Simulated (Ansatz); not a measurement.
# MgO (model structure, started from the h-BN type, P6₃/mmc, No. 194, 4 atoms in the cell)

Method: PBEsol in Ansatz (plane waves, PAW).

Run with plane-wave cutoff 500 eV, 18×18×6 k mesh (along the axes of the cell as run), Fermi–Dirac smearing 0.05 eV, scalar-relativistic PAW data made under PBE.

Cell (relaxed at this level):

Space group P6₃/mmc (No. 194); a = b = 3.494 Å, c = 4.195 Å, α = β = 90.00°, γ = 120.00°

```
atom  site  symmetry       x       y       z
----  ----  --------  ------  ------  ------
Mg      2c      -6m2  0.3333  0.6667  0.2500
O       2d      -6m2  0.6667  0.3333  0.2500
```

For MgO (model structure, started from the h-BN type, P6₃/mmc, No. 194, 4 atoms in the cell), the band gap is 3.28 eV (on the SCF k mesh).

Note: the relaxation could raise the start's symmetry but not lower it, so the cell can be a saddle point.

Static lattice: no zero-point or thermal effects.

Cost on a shared machine: about 4 core-minutes (a rough figure).

A model structure was made by putting elements into a prototype or built by hand; it is no filed structure, need not be a known phase, and can be a saddle point held by its symmetry.

Ansatz is a program for electronic structure.
